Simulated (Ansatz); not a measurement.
An Ansatz (a first-principles code) run: Ru with a change (biaxial strain −2.62 %, plane normal [001], relaxed out of plane); PBE (Ansatz), no SOC, earlier PAW set.

Input:

Ansatz 0.2 input:
```yaml
crystal:
  lattice:
    - [2.6504734208, 0, 0]
    - [1.3252367104, 2.2953773145, 0]
    - [0, 0, 4.3501250494]
  atoms:
    - { symbol: Ru, position: [0.3333333333, 0.3333333333, 0.75] }
    - { symbol: Ru, position: [0.6666666667, 0.6666666667, 0.25] }
basis: { ecutwfc: 420, ecutrho_ratio: 4, xc_grid: 2, fft_grid_basis: typed }
kpoints: { mp_grid: { grid: [24, 24, 14] } }
hamiltonian:
  xc: pbe
  dispersion: none
  pseudopotentials: { azcp: { folder: ./paw }, kind: paw }
scf: { occupations: { method: fermi_dirac, width: 0.1 } }
relax: { f_tol: 0.005, max_steps: 50, cell: { stress_tol: 0.01, fix: [a, b, gamma] } }
output: { forces: true, stress: true }
checkpoint: { write: state.ck, write_every: 1000 }
```

Output (explanatory and most iteration lines left out):

```
Relaxation: its limit of steps is 50 (relax.max_steps)
Pseudopotential: Ru, paw, valence charge 16
Crystal: 2 atoms, lattice volume = 26.465 Å³
Basis set: ecut = 420 eV, 549 PW (Γ), exchange–correlation on 36×36×60 points (8 copies of the dense FFT grid, shifted against one another)
Bands: 20, of which v1, the nominal top of the filled ones, is band 16 counted from 1 (15 counted from 0)
Symmetry: 24 space group operations
Space group: P63/mmc (ITA 194), of the structure as read, at distance tolerance 3.0e-5 Å
k-points: 488 of 8064
Functional: x = pbe(κ = 0.804, μ = 0.2195149727645171), c = pbe(β = 0.06672455060314922)
SCF iter   1: F=—  HF=-11758.611975 eV  |F-HF|=—  |Δ(HF+E_count)|=         —  Δρ=1.22e-1  dr2=3.70e0  ethr=3.10e-3  ⟨swp⟩=5.0  Hψ=86752  notcnv=0  defer=53
SCF iter   2: F=—  HF=-11757.788113 eV  |F-HF|=—  |Δ(HF+E_count)|=   8.24e-1  Δρ=7.00e-2  dr2=1.22e0  ethr=3.10e-3  ⟨swp⟩=2.9  Hψ=23247  notcnv=0  defer=504
SCF 1 converged in 6 iterations: F = -11757.409075 eV  dr2 = 2.53e-8
relax step   1: F+E_penalty+E_count = -11757.40907518 eV  Δ(F+E_penalty+E_count) = +0.000e0 eV  max|allowed force component| = 3.701e-17 eV/Å  Δτ_max = 0.0000 Å  P = +13.803 GPa  Ω = 26.465 Å³  fix = [a, b, gamma]  reactions: a +20.322, b +20.322 GPa  (6 SCF iters, dr2 threshold 1.00e-7 eV, accepted)
[... steps on the carried basis left out ...]
relax step   3: F+E_penalty+E_count = -11757.40910003 eV  Δ(F+E_penalty+E_count) = -7.921e-5 eV  max|allowed force component| = 4.163e-17 eV/Å  Δτ_max = 0.0000 Å  P = +13.396 GPa  Ω = 26.496 Å³  energy of the carried Pulay correction = -4.688e-5 eV  fix = [a, b, gamma]  reactions: a +20.095, b +20.095 GPa  (6 SCF iters, dr2 threshold 2.00e-7 eV, accepted)
Crystal: 2 atoms, lattice volume = 26.496 Å³
SCF iter   1: F=—  HF=-11757.409161 eV  |F-HF|=—  |Δ(HF+E_count)|=         —  Δρ=3.05e-6  dr2=3.17e-10  ethr=4.56e-9  ⟨swp⟩=3.8  Hψ=84786  notcnv=0
SCF iter   2: F=—  HF=-11757.409145 eV  |F-HF|=—  |Δ(HF+E_count)|=   1.58e-5  Δρ=1.26e-6  dr2=4.46e-11  ethr=9.91e-13 (applied; sched 1.00e-12)  ⟨swp⟩=2.9  Hψ=21981  notcnv=0
SCF 4 converged in 8 iterations: F = -11757.409145 eV  dr2 = 4.78e-19
SCF converged after 8 iterations
Free energy (F): -11757.409145 eV
Internal energy: -11757.355101 eV  (E = F + TS)
E sigma→0 (E₀):  -11757.382123 eV
Entropy (-TS):   -0.054044 eV (-27.022 meV/atom)
Fermi energy:    24.046500 eV
--- Forces (eV/Å), atoms counted from 1 ---
  atom   1  Ru    -0.00000000    -0.00000000     0.00000000
  atom   2  Ru     0.00000000     0.00000000     0.00000000
--- Stress (GPa, compression-positive) ---
       20.095256       0.000000       0.000000
        0.000000      20.095256      -0.000000
        0.000000      -0.000000      -0.000014
  P = ⅓ Tr σ = 13.3968 GPa (133.968 kbar)
--- Relaxed structure (3 steps of the walk, 3 accepted, 1 SCFs on fresh bases) ---
  cell:  # Å, volume = 26.4956 Å³
    - [2.650473420818335, 2.1315473614558284e-96, -5.583386615580962e-20]
    - [1.3252367104091676, 2.295377314484121, -2.7916933077905995e-20]
    - [-9.163808165797173e-20, -2.2490845768390373e-33, 4.355077464164893]
  atoms:
    - { symbol: Ru, position: [0.33333333333333326, 0.33333333333333337, 0.7500000000000002] }
    - { symbol: Ru, position: [0.6666666666666665, 0.6666666666666667, 0.25] }
```

Stability against distortions was not tested. All final runs are without spin polarisation. The cell was made from Ru in the hcp (Mg type) structure (space group P6_3/mmc, No. 194) by this change: biaxial strain −2.62 %, plane normal [001], relaxed out of plane.
